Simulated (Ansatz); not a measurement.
System: PbF2 (within 0.1 Å of Fm-3m, No. 225, 6 atoms in the cell; start mp-685150; a measured phase of this formula has another space group). Method: HSE06+SOC (plane waves, PAW; Ansatz, an electronic-structure program).

Numerical settings: plane-wave cutoff 460 eV, 4×6×6 k mesh (along the axes of the cell as run), Fermi–Dirac smearing 0.01 eV, PAW data made under PBE.

Cell (relaxed with PBE-D3(BJ)):

```xyz
6
Lattice="5.9626 0.0000 0.0000 0.0000 2.9813 2.9815 0.0000 -2.9813 2.9815" Properties=species:S:1:pos:R:3 pbc="T T T"
Pb     2.9813     0.0000     5.7837
Pb     0.0000     0.0000     2.8022
F      4.4726     1.4908     4.2927
F      1.4900    -1.4908     4.2927
F      4.4713    -1.4905     4.2927
F      1.4913     1.4905     4.2927
```

### Question
What does this level give for the band gap and smallest direct gap on the k points sampled?

### Answer

- band gap: 5.35 eV (indirect)
- smallest direct gap on the k points sampled: 5.48 eV

Note: cell and atoms aren't relaxed at this level (pressure -0.5 GPa).

Computed values are for the static lattice.

Computing time: around 40 core-minutes (rough).

A start named mp-… is a Materials Project structure, which need not be a measured phase.
